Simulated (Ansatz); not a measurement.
Data:

```yaml
crystal:
  lattice:
    - [2.84692, 0.00000, 0.00000]
    - [0.00000, 2.84692, 0.00000]
    - [0.00000, 0.00000, 5.23874]
  atoms:
    - { symbol: Si, position: [0.50000, 0.50000, 0.72086] }
    - { symbol: Si, position: [0.50000, 0.50000, 0.27914] }
    - { symbol: Ru, position: [0.00000, 0.00000, 0.00000] }
```

All values below come from PBEsol, DFPT electron-phonon coupling, linearised Boltzmann equation (plane waves, PAW, scalar-relativistic; Ansatz, an electronic-structure program). Cell: relaxed with this functional, without spin-orbit coupling.

Task: What phonon-limited resistivity does this give at 300 K?

Result: 25 (x), 25 (y), 19.7 (z) μΩ·cm.

Task: How long is the mean free path there?

Result: 10.3 (x), 10.3 (y), 12.0 (z) nm, weighted by the current that each state carries. Wires not much wider than this gain resistivity from their walls.

A metal at this level (no band gap). Only scattering by harmonic phonons is included (no impurities, grain boundaries, electron-electron scattering or thermal expansion). Spin-orbit coupling is left out. The squared frequency of the phonon mode least converged on the k mesh is uncertain by about 14 %. Halving the electron mesh (28x28x16) moves the resistivity by up to 5 % at 300 K, the mean free path by up to 10 %. Smearing 0.20 eV; phonons on a 5x5x3 q mesh, which this run doesn't test.

Computed structure with no diffraction record at hand here (it may be known, metastable or hypothetical): RuSi2 (P4/mmm).
